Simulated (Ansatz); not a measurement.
**TiSi2: response to strain**

The parent structure is TiSi$_{2}$ (space group Cmcm, No. 63; a = 3.546 Å, b = 13.563 Å, c = 3.580 Å). Axes: x, y, z lie along a, b, c of the conventional cell.

Strains are applied to the cell and any free atomic positions relax; under biaxial strain the out-of-plane vector relaxes too.

Levels (all Ansatz, a quantum-chemistry and plane-wave program, PAW): PBE (420 eV, no SOC); r2SCAN (500 eV, no spin-orbit coupling); PBE+SOC (420 eV, noncollinear with spin-orbit coupling).

Pressures by level, all at the geometries relaxed with PBE:

```tsv
case	PBE	r2SCAN	PBE+SOC
base	0.0 GPa	-2.0 GPa	0.0 GPa
biaxial strain −1.46 %, plane normal [001], relaxed out of plane	2.5 GPa	___	2.5 GPa
biaxial strain +4.80 %, plane normal [001], relaxed out of plane	-6.5 GPa	___	-6.5 GPa
uniaxial strain ε_zz = −2.81 %	4.7 GPa	___	4.7 GPa
```

Problem. Complete the table.

Solution. 
- biaxial strain −1.46 %, plane normal [001], relaxed out of plane, r2SCAN: 0.5 GPa
- biaxial strain +4.80 %, plane normal [001], relaxed out of plane, r2SCAN: -8.3 GPa
- uniaxial strain ε_zz = −2.81 %, r2SCAN: 2.7 GPa

Single points use the geometry relaxed with PBE. Their cutoffs differ, which shifts pressures a little. The spin-orbit shifts are approximate. Without a gap, meshes like the base's 14×14×13 leave anisotropic stresses uncertain by several tenths of a GPa, and small strain energies with them. Stability against distortions was not tested. The runs without spin-orbit coupling are not spin-polarised.
